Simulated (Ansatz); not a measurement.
Functionals compared on the (320) surface of fcc Pt in its 1x1 cell, outermost plane spacing 0.55 Å in the ideal cut, in Ansatz (plane waves, PAW). The structure was relaxed with PBE; the other rows are single points on it, each with its references at the same level. Cutoff 420 eV (500 eV for r2SCAN).

Slab: 20 atoms, 10.5 Å thick at the start (thin: gaps and levels are the slab's own); k 10x6x1, smearing 0.1 eV, dipole-corrected; all atoms relaxed; held to the part of the start's symmetry that mesh and held atoms allow; no spin, no spin-orbit, no U. These notes are the PBE run's.

```tsv
functional	surface energy (J/m²)	work function of the top face (eV)	rough cost of the single point
PBE	1.91	5.25	–
LDA	2.54	5.63	roughly 9 core-minutes
PBEsol	2.35	5.36	around 8 core-minutes (rough)
RPBE	___	___	about 9 core-minutes (a rough figure)
r2SCAN	2.12	5.26	very roughly 13 core-minutes
```

Question: Some entries are withheld; supply them.

Answer: 
- RPBE, surface energy (J/m²): 1.65
- RPBE, work function of the top face (eV): 5.08

Ansatz is a first-principles code.
